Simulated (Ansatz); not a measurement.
BaZrO3: strain along the normal

BaZrO3 (cubic perovskite, Pm-3m, 14.614 Å³/atom at rest) under an equal strain ε in the (111) plane with the normal axis free, as in a coherent film. PBEsol in Ansatz, a plane-wave DFT program (PAW, default set), 420 eV, 8×8×8 Γ-centred mesh, Fermi-Dirac smearing 0.05 eV; ions are relaxed within the symmetry of each cell.

Here s stands for strain and y for normal strain.

```csv
strain (%),normal strain (%)
-1.00,0.79
-0.50,0.39
0.00,0.00
0.50,-0.38
1.00,-0.75
2.50,?
```

Using a straight line, estimate the missing y at s = 2.50 from the other rows, showing the fit.

Means: s 0, y 0.010. About the means, the sum of products is -1.9250 and the sum of squares of s is 2.5000; the slope is their ratio. Least squares gives y = 0.010 - 0.7700·s. Residuals (row less fit): 0.010, -0.005, -0.010, -0.005, 0.010; standard error 0.011 (degrees of freedom: 3). The slope, -0.77 ± 0.01, is the elastic response of the normal axis. At the withheld row, y = 0.010 - 0.7700 × 2.5 = -1.915%. The calculation gives -1.79%, 0.125% above the prediction (4.8 % of the range of y in the table). The row lies outside the fitted rows, so this is an extrapolation. From the scatter of the fitted rows alone, a prediction at this place has a standard error of 0.021%, so the miss is 6.0 times that.

One order more, fitted to all 11 runs of the series, follows each within 0.01, so the miss is the next term of a smooth law. The primitive cell can neither tilt nor turn polar against its symmetry, as such crystals can under strain. Rows are the converged runs of the series near zero and its far end; series whose fitted rows scatter by over a few per cent of the range, as at a crossing or softening among them, aren't shown in this form. Most that stay on the fit to the last digits aren't either.
